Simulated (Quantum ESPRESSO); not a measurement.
A self-consistent single point of CaGe₂O₅ (P-1, 16 atoms in the cell) with Quantum ESPRESSO.

Computed with PBEsol, PseudoDojo fully relativistic norm-conserving (PBESOL) pseudopotentials (plane waves; Quantum ESPRESSO).

```xyz
16
Lattice="5.4308 0.0000 0.0000 -1.6019 5.2897 0.0000 -1.4424 -2.2780 6.3241" Properties=species:S:1:pos:R:3 pbc="T T T"
O      0.5401     3.2185     4.7368
O      1.8464    -0.2068     1.5874
Ca     2.4159     1.9190     4.6394
Ca    -0.0295     1.0927     1.6848
Ge     2.7154     0.0000     0.0000
O      1.4886     2.7570     2.4348
O      0.8979     0.2547     3.8893
Ge     1.9942    -1.1390     3.1621
O      3.6019    -0.0621     3.5795
O     -1.2155     3.0738     2.7447
O     -1.0254     1.2768     5.8245
O      3.4118     1.7349     0.4996
O      2.7904     4.4884     0.5945
O     -0.4039    -1.4767     5.7297
Ge    -0.5739    -0.0407     4.7829
Ge     2.9603     3.0524     1.5412
```

Reference input (self-consistent single point, DFT, PBEsol, plane waves, GBRV 1.5 ultrasoft (PBESOL) pseudopotentials): ecutwfc = 50 Ry; ecutrho = 250 Ry; occupations = smearing; smearing = cold; degauss = 0.0099958 Ry; potentials = {O: o_pbesol_v1.2.uspp.F.UPF, Ca: ca_pbesol_v1.uspp.F.UPF, Ge: ge_pbesol_v1.4.uspp.F.UPF}; K_POINTS = automatic 4 4 3 0 0 0; conv_thr = 1e-10 Ry; mixing_beta = 0.7. This run's input differs from it in these lines:

```diff
@@ -11,4 +11,3 @@
   ntyp = 3
-  ecutwfc = 50
-  ecutrho = 250
+  ecutwfc = 85
   occupations = 'smearing'
@@ -22,5 +21,5 @@
 ATOMIC_SPECIES
-O     15.9990  o_pbesol_v1.2.uspp.F.UPF
-Ca    40.0780  ca_pbesol_v1.uspp.F.UPF
-Ge    72.6300  ge_pbesol_v1.4.uspp.F.UPF
+O     15.9990  O.upf
+Ca    40.0780  Ca.upf
+Ge    72.6300  Ge.upf
 CELL_PARAMETERS angstrom
```

Output, abridged:

```
     Self-consistent Calculation

     iteration #  1     ecut=    85.00 Ry     beta= 0.70

     total energy              =   -1197.09424255 Ry
     estimated scf accuracy    <       3.44717651 Ry

     iteration #  2     ecut=    85.00 Ry     beta= 0.70

     total energy              =   -1198.10152504 Ry
     estimated scf accuracy    <       2.87740587 Ry

     iteration #  3     ecut=    85.00 Ry     beta= 0.70

     total energy              =   -1198.62527324 Ry
     estimated scf accuracy    <       0.02937073 Ry

   [... 9 blocks of this kind left out ...]

     iteration # 13     ecut=    85.00 Ry     beta= 0.70

     total energy              =   -1198.64193607 Ry
     estimated scf accuracy    <          2.3E-10 Ry

     iteration # 14     ecut=    85.00 Ry     beta= 0.70
     End of self-consistent calculation

     the Fermi energy is     9.3909 ev

!    total energy              =   -1198.64193607 Ry
     estimated scf accuracy    <          4.3E-11 Ry
     smearing contrib. (-TS)   =       0.00000000 Ry
     internal energy E=F+TS    =   -1198.64193607 Ry

     convergence has been achieved in  14 iterations

     Forces acting on atoms (cartesian axes, Ry/au):

     atom    1 type  1   force =     0.00466319   -0.00356521   -0.01243455
     atom    2 type  1   force =    -0.00466319    0.00356521    0.01243455
     atom    3 type  2   force =    -0.00207625    0.00137644    0.00125391
     atom    4 type  2   force =     0.00207625   -0.00137644   -0.00125391
     atom    5 type  3   force =     0.00000000    0.00000000    0.00000000
   [... lines left out ...]

     Total force =     0.093224     Total SCF correction =     0.000014

          total   stress  (Ry/bohr**3)                   (kbar)     P=       18.51
   0.00010157   0.00000401  -0.00000656           14.94        0.59       -0.96
   0.00000401   0.00014113  -0.00005293            0.59       20.76       -7.79
  -0.00000656  -0.00005293   0.00013469           -0.96       -7.79       19.81

   JOB DONE.
```

The run converged in 14 iterations. Against the reference run the pressure goes from 2.23 to 1.85 GPa, the largest force goes from 1.021 to 0.974 eV/Å and the gap on the mesh hardly changes (2.899 to 2.889 eV).

The starting cell comes from a database of published, mostly measured structures (it also holds non-ambient and calculated ones), without a prior relaxation at this level.

Cost on one core of a shared machine: roughly 20 min.
